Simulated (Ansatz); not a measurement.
Base system: ScAl$_{3}$ in the Cu3Au type structure (space group Pm-3m, No. 221; relaxed with 0.1 eV smearing).

```xyz
4
Lattice="4.0327 0.0000 0.0000 0.0000 4.0327 0.0000 0.0000 0.0000 4.0327" Properties=species:S:1:pos:R:3 pbc="T T T"
Sc     0.0000     0.0000     0.0000
Al     0.0000     2.0163     2.0163
Al     2.0163     0.0000     2.0163
Al     2.0163     2.0163     0.0000
```

Cartesian axes are those of the cell as printed.

Level of theory: plane-wave PAW DFT at the LDA level (Ansatz, an electronic-structure program, 420 eV), without spin-orbit coupling.

Base values:

```
Item                            Result
-----------------------------  -------
Shortest interatomic distance  2.852 Å
```

It is then changed as follows: biaxial strain +1.00 %, plane normal [111], relaxed out of plane (Cartesian); in-plane vectors clamped, the third vector and the atoms free.

Problem. What happens to the shortest interatomic distance and out-of-plane strain?

Solution. The shortest interatomic distance is nearly the same (2.852 Å against 2.853 Å); the out-of-plane strain amounts to -0.43 %.

No phonon test of stability was made. All final runs are without spin polarisation.
